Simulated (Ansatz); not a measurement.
We consider rock-salt PrS, described by LDA (Ansatz, a program for electronic structure, plane waves, PAW).

Numerical settings: plane-wave cutoff 520 eV, 16×16×16 k mesh, Fermi–Dirac smearing 0.05 eV, spin-polarised with parallel moments, scalar-relativistic PAW data made under PBE.

Computed at the level's own relaxed cell.

Problem. Give the computed lattice constant a and bulk modulus.

Solution. 
- lattice constant a: 5.581 Å
- bulk modulus: 87.7 GPa

The run finds no gap.

Note: the magnetic order was assumed, not searched for or taken from measurement; the 4f shell is treated without U or exact exchange, so its levels and filling can be wrong; the bulk modulus is −V dP/dV from two relaxed cells at ±2 % in volume; the volume lies 8 % below that of the published cell.

Spin–orbit coupling is not included; it can open a gap where bands touch, and shift volumes and moduli.

The result took about 2.1 core-minutes (a rough figure).
